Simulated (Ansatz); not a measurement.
SrO (P6₃/mmc, No. 194, 4 atoms in the cell; start mp-754824; another space group than a measured phase of this formula) was calculated with r²SCAN0 in Ansatz (PAW).

Run with plane-wave cutoff 520 eV, 9×9×6 k mesh (along the axes of the cell as run), Fermi–Dirac smearing 0.01 eV, scalar-relativistic PAW data made under PBE.

Cell (relaxed with PBEsol):

```yaml
crystal:
  lattice:
    - [4.23597, 0.00000, 0.00000]
    - [-2.11798, 3.66846, 0.00000]
    - [0.00000, 0.00000, 5.10914]
  atoms:
    - { symbol: Sr, position: [0.33333, 0.66667, 0.93751] }
    - { symbol: Sr, position: [0.66667, 0.33333, 0.43751] }
    - { symbol: O, position: [0.33333, 0.66667, 0.43749] }
    - { symbol: O, position: [0.66667, 0.33333, 0.93749] }
```

Q: Estimate the band gap that the calculation returns.

A: 
* **band gap**: 4.99 eV (on the SCF k mesh)

Note: cell and atoms aren't relaxed at this level (pressure 0.9 GPa).

Spin–orbit coupling is not included.

The result took roughly 6 core-minutes.

A start named mp-… is a Materials Project structure, which need not be a measured phase.

Ansatz is an electronic-structure program.
